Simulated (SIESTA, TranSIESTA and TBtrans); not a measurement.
# Pd chain with one Rh atom in place of Pd

Device: Pd chain with one Rh atom in place of Pd. Leads: straight Pd chain, spacing 2.65 Å. Geometry: 3 atoms about the centre moved by SIESTA (PBE, DZP) to a largest force of 0.02 eV/Å, all others as built, motion along the axis alone.

TranSIESTA and TBtrans, PBE, DZP numerical orbitals (energy shift 0.15 eV), PseudoDojo norm-conserving scalar-relativistic potentials, mesh cutoff 200 Ry, 300 K, spin-polarised (collinear), no spin-orbit coupling; self-consistent non-equilibrium Green functions.

Conductance at 300 K (G0 = 2e²/h): 1.92
Mean T from −0.5 to 0.5 eV: 1.89
Spin polarisation of the conductance, (up − down)/(up + down): -0.50

Energies count from the leads' Fermi level. Transmissions are for each spin. The energy step is 0.01 eV; narrower resonances are cut or missed.

| E (eV) | T up | T down | lead channels up | down |
|---|---|---|---|---|
| -2.00 | 2.74 | 0.95 | 3 | 1 |
| -1.80 | 2.74 | 0.93 | 3 | 1 |
| -1.60 | 2.82 | 2.70 | 3 | 3 |
| -1.40 | 2.90 | 2.38 | 3 | 3 |
| -1.20 | 2.97 | 2.35 | 3 | 3 |
| -1.00 | 2.96 | 2.34 | 3 | 3 |
| -0.80 | 2.64 | 2.29 | band edge | 3 |
| -0.60 | 2.87 | 2.22 | band edge | 3 |
| -0.40 | 3.60 | 2.22 | 4 | band edge |
| -0.20 | 0.99 | 2.60 | 1 | band edge |
| 0.00 | 0.96 | 2.89 | 1 | 4 |
| 0.20 | 0.97 | 2.49 | 1 | 4 |
| 0.40 | 0.98 | 0.99 | 1 | 1 |
| 0.60 | 0.99 | 0.97 | 1 | 1 |
| 0.80 | 0.99 | 0.99 | 1 | 1 |
| 1.00 | 1.00 | 1.00 | 1 | 1 |
| 1.20 | 1.00 | 1.00 | 1 | 1 |
| 1.40 | 1.00 | 1.00 | 1 | 1 |
| 1.60 | 1.00 | 1.00 | 1 | 1 |
| 1.80 | 1.00 | 1.00 | 1 | 1 |
| 2.00 | 1.00 | 1.00 | 1 | 1 |

The magnetic order of the leads was set by the start, and no other order was tried; the separate lead runs end at 0.74 (left) and 0.74 (right) μB an atom. The straight chain is held at its spacing; free chains may zigzag or dimerise.
